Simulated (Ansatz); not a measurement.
An Ansatz (a program for electronic structure) run: MoTe2 with a change (biaxial strain +1.80 %, plane normal [001], relaxed out of plane); Kohn–Sham DFT with the PBE-D3(BJ) functional, run in Ansatz with PAW and 420 eV plane waves, no spin-orbit coupling.

Input:

Ansatz 0.2 input:
```yaml
crystal:
  lattice:
    - [3.5595769689, 0, 0]
    - [1.7797884844, 3.0826840818, 0]
    - [0, 0, 13.5726718134]
  atoms:
    - { symbol: Te, position: [0.6666666667, 0.6666666667, 0.3826779757] }
    - { symbol: Te, position: [0.3333333333, 0.3333333333, 0.8826779757] }
    - { symbol: Te, position: [0.3333333333, 0.3333333333, 0.6173220243] }
    - { symbol: Te, position: [0.6666666667, 0.6666666667, 0.1173220243] }
    - { symbol: Mo, position: [0.6666666667, 0.6666666667, 0.75] }
    - { symbol: Mo, position: [0.3333333333, 0.3333333333, 0.25] }
basis: { ecutwfc: 420, ecutrho_ratio: 4, xc_grid: 2, fft_grid_basis: typed }
kpoints: { mp_grid: { grid: [11, 11, 3] } }
hamiltonian:
  xc: pbe
  dispersion: d3bj
  pseudopotentials: { kind: paw }
scf: { occupations: { method: fermi_dirac, width: 0.05 } }
relax: { f_tol: 0.005, max_steps: 50, cell: { stress_tol: 0.01, fix: [a, b, gamma] } }
output: { forces: true, stress: true }
checkpoint: { write: state.ck, write_every: 1000 }
```

Output (explanatory and most iteration lines left out):

```
Relaxation: its limit of steps is 50 (relax.max_steps)
Pseudopotential: Te, paw, valence charge 16
Pseudopotential: Mo, paw, valence charge 14
Crystal: 6 atoms, lattice volume = 148.934 Å³
Basis set: ecut = 420 eV, 2895 PW (Γ), exchange–correlation on 48×48×192 points (8 copies of the dense FFT grid, shifted against one another)
Bands: 56, of which v1, the nominal top of the filled ones, is band 46 counted from 1 (45 counted from 0)
Symmetry: 24 space group operations
Space group: P63/mmc (ITA 194), of the structure as read, at distance tolerance 5.3e-5 Å
k-points: 32 of 363
Functional: x = pbe(κ = 0.804, μ = 0.2195149727645171), c = pbe(β = 0.06672455060314922)
SCF iter   1: F=—  HF=-37836.582080 eV  |F-HF|=—  |Δ(HF+E_count)|=         —  Δρ=4.35e-3  dr2=2.22e-2  ethr=1.77e-3  ⟨swp⟩=7.5  Hψ=7009  notcnv=0  defer=2
SCF iter   2: F=—  HF=-37836.588943 eV  |F-HF|=—  |Δ(HF+E_count)|=   6.86e-3  Δρ=2.62e-3  dr2=5.14e-3  ethr=2.41e-5  ⟨swp⟩=2.0  Hψ=2706  notcnv=0  defer=27
SCF 1 converged in 7 iterations: F = -37836.592786 eV  dr2 = 5.92e-8
relax step   1: F+E_penalty+E_count = -37836.59278566 eV  Δ(F+E_penalty+E_count) = +0.000e0 eV  max|allowed force component| = 1.086e-1 eV/Å  Δτ_max = 0.0000 Å  P = -2.159 GPa  Ω = 148.934 Å³  fix = [a, b, gamma]  reactions: a -2.912, b -2.912 GPa  (7 SCF iters, dr2 threshold 1.00e-7 eV, accepted)
[... steps on the carried basis left out ...]
relax step   4: F+E_penalty+E_count = -37836.59442149 eV  Δ(F+E_penalty+E_count) = +2.107e-7 eV  max|allowed force component| = 1.340e-5 eV/Å  Δτ_max = 0.0003 Å  P = -1.767 GPa  Ω = 149.061 Å³  energy of the carried Pulay correction = -2.478e-5 eV  fix = [a, b, gamma]  reactions: a -2.650, b -2.650 GPa  (5 SCF iters, dr2 threshold 6.32e-10 eV, accepted)
Crystal: 6 atoms, lattice volume = 149.061 Å³
SCF iter   1: F=—  HF=-37836.594386 eV  |F-HF|=—  |Δ(HF+E_count)|=         —  Δρ=4.03e-5  dr2=5.04e-8  ethr=1.51e-7  ⟨swp⟩=3.9  Hψ=11592  notcnv=0
SCF iter   2: F=—  HF=-37836.594437 eV  |F-HF|=—  |Δ(HF+E_count)|=   5.10e-5  Δρ=2.04e-5  dr2=1.30e-8  ethr=5.47e-11  ⟨swp⟩=3.0  Hψ=3735  notcnv=0
SCF 5 converged in 6 iterations: F = -37836.594444 eV  dr2 = 1.38e-12
SCF converged after 6 iterations
Free energy (F): -37836.594444 eV
Internal energy: -37836.594267 eV  (E = F + TS)
E sigma→0 (E₀):  -37836.594355 eV
Entropy (-TS):   -0.000178 eV (-0.030 meV/atom)
Fermi energy:    13.026108 eV
  E_disp       = -3.235436  (pairwise vdW)
--- Forces (eV/Å), atoms counted from 1 ---
  atom   1  Te    -0.00000000    -0.00000000     0.00001193
  atom   2  Te     0.00000000     0.00000000     0.00001193
  atom   3  Te     0.00000000     0.00000000    -0.00001193
  atom   4  Te    -0.00000000    -0.00000000    -0.00001193
  atom   5  Mo    -0.00000000    -0.00000000     0.00000000
  atom   6  Mo     0.00000000     0.00000000    -0.00000000
--- Stress (GPa, compression-positive) ---
       -2.650285       0.000000      -0.000000
        0.000000      -2.650285       0.000000
       -0.000000       0.000000       0.000413
  P = ⅓ Tr σ = -1.7667 GPa (-17.667 kbar)
--- Relaxed structure (4 steps of the walk, 3 accepted, 1 SCFs on fresh bases) ---
  cell:  # Å, volume = 149.0608 Å³
    - [3.5595769689038046, 2.8867460318296185e-11, -5.623930375005295e-20]
    - [1.779788484426902, 3.082684081811139, -2.81196518746318e-20]
    - [-2.1444054152554347e-19, -1.3766973484699681e-33, 13.58426086551489]
  atoms:
    - { symbol: Te, position: [0.6666666666666665, 0.6666666666666666, 0.38202895024970607] }
    - { symbol: Te, position: [0.33333333333333326, 0.3333333333333333, 0.882028950249706] }
    - { symbol: Te, position: [0.33333333333333326, 0.3333333333333333, 0.617971049750294] }
    - { symbol: Te, position: [0.6666666666666665, 0.6666666666666666, 0.11797104975029396] }
    - { symbol: Mo, position: [0.6666666666666665, 0.6666666666666666, 0.7500000000000001] }
    - { symbol: Mo, position: [0.33333333333333326, 0.3333333333333333, 0.25] }
```

Spin-orbit coupling, missing from the scalar runs, can matter with Te. Stability against distortions was not tested. The cell was made from MoTe₂ (space group P6_3/mmc, No. 194; layered, stacked along the Cartesian z axis) by this change: biaxial strain +1.80 %, plane normal [001], relaxed out of plane.
